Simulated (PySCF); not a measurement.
PySCF 2.14.0, CCSD(T) (frozen core)/cc-pvdz: cluster of 5 water molecules, 15 atoms. The geometry is a generated start, not checked to be a minimum at this level.

```yaml
task: ccsd(t)
method: hf
basis: cc-pvdz
two_electron_scheme: exact four-centre integrals
frozen_core: true
mf.init_guess: minao (default)
mf.DIIS: CDIIS (default)
mf.diis_space: 8 (default)
mf.conv_tol: 1e-09 (default)
basis_functions: 120
```

It runs on a single node (Arm Neoverse V2, 96 cores on 1 socket, no SMT, 1 L3 cache group).

Wall times, medians of two to five repeats, each run alone on the node (launch to exit). Unless noted, each process is bound to its own block of adjacent cores. The times hold for this build (PyPI wheel: OpenMP (GNU), a bundled serial OpenBLAS 0.3.3 under its C layer, NumPy's threaded OpenBLAS held to generic ARMv8 kernels, libcint, Libxc). Scratch files lie in a memory file system.

First run (32 threads, 1 BLAS thread, mol.max_memory = 32000 MB):

```
init E= -379.362212730613
    CPU time for initialize scf      1.36 sec, wall time      0.07 sec
cycle= 1 E= -379.950085814333  delta_E= -0.588  |g|= 0.985  |ddm|=  2.9
    CPU time for cycle= 1      0.13 sec, wall time      0.01 sec
cycle= 2 E= -380.09523483172  delta_E= -0.145  |g|= 0.501  |ddm|= 0.837
    CPU time for cycle= 2      0.15 sec, wall time      0.01 sec
cycle= 3 E= -380.138449817249  delta_E= -0.0432  |g|= 0.0566  |ddm|=  0.3
    CPU time for cycle= 3      0.15 sec, wall time      0.01 sec
cycle= 4 E= -380.139339199293  delta_E= -0.000889  |g|= 0.013  |ddm|= 0.0428
    CPU time for cycle= 4      0.15 sec, wall time      0.01 sec
cycle= 5 E= -380.139410625933  delta_E= -7.14e-05  |g|= 0.00245  |ddm|= 0.0157
    CPU time for cycle= 5      0.15 sec, wall time      0.01 sec
cycle= 6 E= -380.139413445138  delta_E= -2.82e-06  |g|= 0.000852  |ddm|= 0.00345
    CPU time for cycle= 6      0.15 sec, wall time      0.01 sec
cycle= 7 E= -380.139413645149  delta_E= -2e-07  |g|= 0.000222  |ddm|= 0.000789
    CPU time for cycle= 7      0.15 sec, wall time      0.01 sec
cycle= 8 E= -380.139413666446  delta_E= -2.13e-08  |g|= 3.25e-05  |ddm|= 0.00032
    CPU time for cycle= 8      0.15 sec, wall time      0.01 sec
cycle= 9 E= -380.139413667108  delta_E= -6.62e-10  |g|= 1.07e-05  |ddm|= 5.24e-05
    CPU time for cycle= 9      0.15 sec, wall time      0.01 sec
...
    CPU time for CCSD iter     13.15 sec, wall time      0.83 sec
cycle = 4  E_corr(CCSD) = -1.06261231372164  dE = -0.00142794548  norm(t1,t2) = 0.00198247
    CPU time for CCSD iter     13.16 sec, wall time      0.83 sec
cycle = 5  E_corr(CCSD) = -1.06259131517394  dE = 2.09985477e-05  norm(t1,t2) = 0.000543605
    CPU time for CCSD iter     13.18 sec, wall time      0.83 sec
cycle = 6  E_corr(CCSD) = -1.06254588858367  dE = 4.54265903e-05  norm(t1,t2) = 0.000201138
    CPU time for CCSD iter     13.15 sec, wall time      0.84 sec
cycle = 7  E_corr(CCSD) = -1.06254036289831  dE = 5.52568536e-06  norm(t1,t2) = 7.25727e-05
    CPU time for CCSD iter     13.16 sec, wall time      0.84 sec
cycle = 8  E_corr(CCSD) = -1.06254492044032  dE = -4.55754201e-06  norm(t1,t2) = 2.60126e-05
    CPU time for CCSD iter     13.16 sec, wall time      0.85 sec
cycle = 9  E_corr(CCSD) = -1.06254401264507  dE = 9.0779525e-07  norm(t1,t2) = 9.60147e-06
    CPU time for CCSD iter     13.19 sec, wall time      0.85 sec
cycle = 10  E_corr(CCSD) = -1.06254400734347  dE = 5.30160049e-09  norm(t1,t2) = 2.97304e-06
    CPU time for CCSD iter     13.16 sec, wall time      0.83 sec
    CPU time for CCSD    131.66 sec, wall time      8.39 sec
CCSD converged
CCSD converged: True
wall of the CCSD part: 8.952 s
    CPU time for CCSD(T)    197.57 sec, wall time      6.31 sec
wall of the (T) part: 6.350 s
wall after the SCF: 15.302 s
```

Second run:

```
init E= -379.362212730613
    CPU time for initialize scf      1.25 sec, wall time      0.07 sec
cycle= 1 E= -379.950085814333  delta_E= -0.588  |g|= 0.985  |ddm|=  2.9
    CPU time for cycle= 1      0.13 sec, wall time      0.01 sec
cycle= 2 E= -380.09523483172  delta_E= -0.145  |g|= 0.501  |ddm|= 0.837
    CPU time for cycle= 2      0.16 sec, wall time      0.01 sec
cycle= 3 E= -380.138449817249  delta_E= -0.0432  |g|= 0.0566  |ddm|=  0.3
    CPU time for cycle= 3      0.15 sec, wall time      0.01 sec
cycle= 4 E= -380.139339199292  delta_E= -0.000889  |g|= 0.013  |ddm|= 0.0428
    CPU time for cycle= 4      0.15 sec, wall time      0.01 sec
cycle= 5 E= -380.139410625933  delta_E= -7.14e-05  |g|= 0.00245  |ddm|= 0.0157
    CPU time for cycle= 5      0.15 sec, wall time      0.01 sec
cycle= 6 E= -380.139413445138  delta_E= -2.82e-06  |g|= 0.000852  |ddm|= 0.00345
    CPU time for cycle= 6      0.15 sec, wall time      0.01 sec
cycle= 7 E= -380.139413645149  delta_E= -2e-07  |g|= 0.000222  |ddm|= 0.000789
    CPU time for cycle= 7      0.15 sec, wall time      0.01 sec
cycle= 8 E= -380.139413666446  delta_E= -2.13e-08  |g|= 3.25e-05  |ddm|= 0.00032
    CPU time for cycle= 8      0.15 sec, wall time      0.01 sec
cycle= 9 E= -380.139413667108  delta_E= -6.62e-10  |g|= 1.07e-05  |ddm|= 5.24e-05
    CPU time for cycle= 9      0.15 sec, wall time      0.01 sec
...
    CPU time for CCSD iter     26.62 sec, wall time      2.41 sec
cycle = 4  E_corr(CCSD) = -1.06261231372163  dE = -0.00142794548  norm(t1,t2) = 0.00198247
    CPU time for CCSD iter     26.99 sec, wall time      2.43 sec
cycle = 5  E_corr(CCSD) = -1.06259131517396  dE = 2.09985477e-05  norm(t1,t2) = 0.000543605
    CPU time for CCSD iter     26.80 sec, wall time      2.43 sec
cycle = 6  E_corr(CCSD) = -1.06254588858362  dE = 4.54265903e-05  norm(t1,t2) = 0.000201138
    CPU time for CCSD iter     26.84 sec, wall time      2.46 sec
cycle = 7  E_corr(CCSD) = -1.06254036289832  dE = 5.5256853e-06  norm(t1,t2) = 7.25727e-05
    CPU time for CCSD iter     26.65 sec, wall time      2.47 sec
cycle = 8  E_corr(CCSD) = -1.0625449204403  dE = -4.55754198e-06  norm(t1,t2) = 2.60126e-05
    CPU time for CCSD iter     26.80 sec, wall time      2.51 sec
cycle = 9  E_corr(CCSD) = -1.06254401264506  dE = 9.07795246e-07  norm(t1,t2) = 9.60147e-06
    CPU time for CCSD iter     26.75 sec, wall time      2.43 sec
cycle = 10  E_corr(CCSD) = -1.0625440073435  dE = 5.30155364e-09  norm(t1,t2) = 2.97304e-06
    CPU time for CCSD iter     26.60 sec, wall time      2.41 sec
    CPU time for CCSD    268.89 sec, wall time     24.48 sec
CCSD converged
CCSD converged: True
wall of the CCSD part: 25.776 s
    CPU time for CCSD(T)    185.56 sec, wall time     22.76 sec
wall of the (T) part: 22.795 s
wall after the SCF: 48.571 s
```

Problem. Both blocks come from the same system on the same machine. Which change was made from the first run to the second?
(A) mol.max_memory = 400 MB
(B) mol.max_memory = 4000 MB
(C) mol.max_memory = 1500 MB

Solution. A, mol.max_memory = 400 MB. The largest move is in (T): 6.3 s to 23 s. The other changes gave 18 s (mol.max_memory = 1500 MB), 16 s (mol.max_memory = 4000 MB), against 49 s here and 16 s at first.
